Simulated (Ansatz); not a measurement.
The starting structures come from a database of crystals and need not be the phases stable at ambient conditions.

Inside the gap of an insulator the Bloch states are evanescent, with a wavenumber k + iκ along the transport direction.

```
LaLiC2O6
1.0
    6.84468     0.00000     0.00000
    1.06135     8.35596     0.00000
   -2.89166     4.17798     3.93715
Li La C O
2 2 4 12
Cartesian
  2.24185   4.17798   2.00692
  2.77252   8.35596   1.93022
 -1.18049   4.17798   2.40567
  6.19486   8.35596   1.53147
  3.48224   6.11364   0.45356
  1.53213   6.42030   3.48359
  1.00145   2.24232   0.45356
  4.01292  10.29161   3.48359
  3.63879   5.20518   1.33666
  1.37558   7.32876   2.60048
  0.84490   3.15078   1.33666
  4.16947   9.38315   2.60048
  3.84540   7.34589   0.67412
  1.16897   5.18805   3.26303
  0.63829   1.01007   0.67412
  4.37608  11.52387   3.26303
  4.98080   2.48581   0.67837
  0.03357  10.04812   3.25877
  6.34757   5.87014   0.67837
 -1.33320   6.66379   3.25877
```

Space group of this cell: C2/c. The cell is taken as given; by r2SCAN its mean pressure is -0.5 GPa.

Transport runs along the normal of the first two printed cell vectors.

The gap is the functional's own. No spin-orbit coupling. Mid-gap values are interpolated on the energy grid.

Problem. Predict the band gap and the smallest decay constant κ at mid-gap from r2SCAN (Ansatz, an electronic-structure program).

Solution. Gap 5.10 eV on a 8×8×8 mesh; κ = 0.610 1/Å, at (0.500, 0.000) of the in-plane reciprocal vectors. At the zone centre, at the nearest computed energy, the slowest state has κ = 0.62 1/Å.
